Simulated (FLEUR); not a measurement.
Worked example: self-consistent single point of Ca2GaCu2 (Immm, 5 atoms in the cell) in FLEUR.

Method of the run: PBEsol, all-electron FLAPW (FLEUR), scalar-relativistic valence in FLEUR.

The change in words: lattice scaled by 0.98. Reference geometry:
```
CELL_PARAMETERS angstrom
     -2.18686     2.72865     4.58024
      2.18686    -2.72865     4.58024
      2.18686     2.72865    -4.58024
ATOMIC_POSITIONS crystal
  Ca 0.30549 0.80549 0.50000
  Ca 0.69451 0.19451 0.50000
  Ga 0.00000 0.00000 0.00000
  Cu 0.74647 0.50000 0.24647
  Cu 0.25353 0.50000 0.75353
```

Reference input (self-consistent single point, DFT, PBEsol, all-electron FLAPW (FLEUR), scalar-relativistic valence): Kmax = 3.8 1/bohr; GmaxXC = 13.3 1/bohr; xcFunctional = PBEs; jspins = 1; l_soc = F; mode = hist; fermiSmearingEnergy = 0.00367493 Htr; mesh (inpgen div1-3) = 5 5 5; inpgen gamma flag = false; Gmax = 13.3 1/bohr; numbands = 0; maxIterBroyd = 99. This run's input differs from it in these lines:

```diff
@@ -3,5 +3,5 @@
 &input film=f /
--4.1325702524 5.1563974105 8.6554010748
-4.1325702524 -5.1563974105 8.6554010748
-4.1325702524 5.1563974105 -8.6554010748
+-4.0499193008 5.0532693867 8.4822927131
+4.0499193008 -5.0532693867 8.4822927131
+4.0499193008 5.0532693867 -8.4822927131
 1.0
@@ -47,5 +47,5 @@
          <bravaisMatrix>
-            <row-1>   -4.1325702523999999     5.1563974105000003     8.6554010748000003</row-1>
-            <row-2>    4.1325702523999999    -5.1563974105000003     8.6554010748000003</row-2>
-            <row-3>    4.1325702523999999     5.1563974105000003    -8.6554010748000003</row-3>
+            <row-1>   -4.0499193008000001     5.0532693867000003     8.4822927130999997</row-1>
+            <row-2>    4.0499193008000001    -5.0532693867000003     8.4822927130999997</row-2>
+            <row-3>    4.0499193008000001     5.0532693867000003    -8.4822927130999997</row-3>
          </bravaisMatrix>
```

Log, with long lists cut:

```
 Iteration:     1   Distance:      32.57618288 me/bohr^3
 Iteration:     2   Distance:      13.22077578 me/bohr^3
 Iteration:     3   Distance:       5.79524113 me/bohr^3
 Iteration:     4   Distance:       4.55694334 me/bohr^3
 Iteration:     5   Distance:       1.99329940 me/bohr^3
   [... 10 lines left out ...]
 Iteration:    16   Distance:       0.00032803 me/bohr^3
 Iteration:    17   Distance:       0.00021703 me/bohr^3
 Iteration:    18   Distance:       0.00001337 me/bohr^3
 Iteration:    19   Distance:       0.00000970 me/bohr^3
 Reset of history
 Run finished successfully
 Stop message:
   Structural relaxation: new displacements generated

[file out, last iteration]
             iter=     20
[...]
          total density-effective poten   -1.0514804378E+04
          total charge density-energy d   -2.7734482054E+02
 Updated energy parameters for spin:           1
[...]
 fermi energy and band-weighting factors:
    0.461987    0.495282

[...]
FERMIE:
          first approx. to ef    (T=0)  :   0.225440 htr   (energy of the highest occ. eigenvalue)
          number of occ. states  (T=0)  :        743
          first approx. to seigv (T=0)  : -12.111610 htr
          sum of weights of occ. states :  27.520000
          sum of semicore charge        :   0.000000 e
FERHIS:  Fermi-Energy by histogram:
          bandgap                     :   0.000990 htr
   [... lines left out ...]
          charge neutrality (T=0)     :   0.040000    (zero if the highest occ. eigenvalue is "entirely" occupied)
     EF_NEWTON:  Adjust Fermi-Energy by Newton-Method.
 Direct bandgap for spin            1 :    8.8265873497432312E-003  Htr
 ---->    free energy=                     -6609.2141821850 htr
   [... lines left out ...]
 TOTAL FORCE FOR ATOM TYPE=  1  X=  0.000   Y=  5.053   Z= -3.300
                       FX_TOT= 0.000000 FY_TOT= 0.000000 FZ_TOT=-0.000114
 TOTAL FORCE FOR ATOM TYPE=  2  X=  0.000   Y=  0.000   Z=  0.000
                       FX_TOT= 0.000000 FY_TOT= 0.000000 FZ_TOT= 0.000000
 TOTAL FORCE FOR ATOM TYPE=  3  X=  4.050   Y= -2.562   Z=  0.000
                       FX_TOT= 0.000000 FY_TOT=-0.000416 FZ_TOT= 0.000000
```

The run converged in 19 iterations. FLEUR gives forces in its relaxation mode, with a further iteration, so its stop message speaks of a relaxation. Against the reference run the free energy drops by 25.9 meV/atom and the largest force goes from 0.047 to 0.021 eV/Å.

The starting cell comes from a database of computed structures (which also holds hypothetical and non-ambient phases and stackings), without a prior relaxation at this level. Its lattice was rescaled by a random factor within 2.5 % of one. For this run, on top of that: lattice scaled by 0.98. Spin polarisation is off. Values depend on the basis (sphere radii, cutoffs, local orbitals), which need not be converged. The log's line on a gap gives a spacing of levels on this mesh, which the program prints for metals too.

Cost on one core of a shared machine: roughly 4 min.
